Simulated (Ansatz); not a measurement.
Abridged Ansatz (a first-principles code) output:

```
Relaxation: its limit of steps is 50 (relax.max_steps)
Pseudopotential: Ir, paw, valence charge 17
Crystal: 1 atoms, lattice volume = 14.055 Å³
Basis set: ecut = 420 eV, 283 PW (Γ), exchange–correlation on 40×40×40 points (8 copies of the dense FFT grid, shifted against one another)
Bands: 13, of which v1, the nominal top of the filled ones, is band 9 counted from 1 (8 counted from 0)
Symmetry: 8 space group operations
k-points: 3375 of 24389
Functional: x = pbesol(κ = 0.804, μ = 0.12345679012345678), c = pbesol(β = 0.046)
SCF iter   1: F=—  HF=-11800.563931 eV  |F-HF|=—  |Δ(HF+E_count)|=         —  Δρ=5.25e-2  dr2=2.91e-1  ethr=3.10e-3  ⟨swp⟩=5.0  Hψ=226175  notcnv=0
SCF iter   2: F=—  HF=-11800.461409 eV  |F-HF|=—  |Δ(HF+E_count)|=   1.03e-1  Δρ=1.63e-2  dr2=8.15e-3  ethr=1.71e-3  ⟨swp⟩=2.7  Hψ=97236  notcnv=0
SCF 1 converged in 7 iterations: F = -11800.457916 eV  dr2 = 9.78e-11
relax step   1: F+E_penalty+E_count = -11800.45791593 eV  Δ(F+E_penalty+E_count) = +0.000e0 eV  max|allowed force component| = 0.000e0 eV/Å  Δτ_max = 0.0000 Å  (7 SCF iters, accepted)
SCF converged after 7 iterations
Free energy (F): -11800.457916 eV
Internal energy: -11800.428646 eV  (E = F + TS)
E sigma→0 (E₀):  -11800.443281 eV
Entropy (-TS):   -0.029270 eV (-29.270 meV/atom)
Fermi energy:    25.825934 eV
--- Forces (eV/Å), atoms counted from 1 ---
  atom   1  Ir     0.00000000     0.00000000    -0.00000000
--- Stress (GPa, compression-positive) ---
        0.087897      -0.000000      -3.012326
       -0.000000      -0.002328      -0.000000
       -3.012326      -0.000000       0.087897
  P = ⅓ Tr σ = 0.0578 GPa (0.578 kbar)
--- Relaxed structure (1 steps of the walk, 1 accepted, 0 SCFs on fresh bases) ---
  atoms:
    - { symbol: Ir, position: [0.0, 0.0, 0.0] }
```

Task: What was computed, and what are the main results?

Result: Ir, 1 atom in the cell, with PBEsol, PAW, 420 eV (Ansatz; spin-orbit coupling left out), earlier PAW set. The last SCF converged to F = -11800.457916 eV, or -11800.4579 eV per atom, at a pressure of 0.06 GPa. The total energy compares only with runs of the same code, potentials and settings.

The cells carry an imposed strain or load. Whether these cells are dynamically stable was not tested. The final runs are not spin-polarised. The cell was made from Ir in the fcc (Cu type) structure (space group Fm-3m, No. 225) by this change: tensor shear ε_xz = +0.53 %.

Keys are those of Ansatz 0.2.
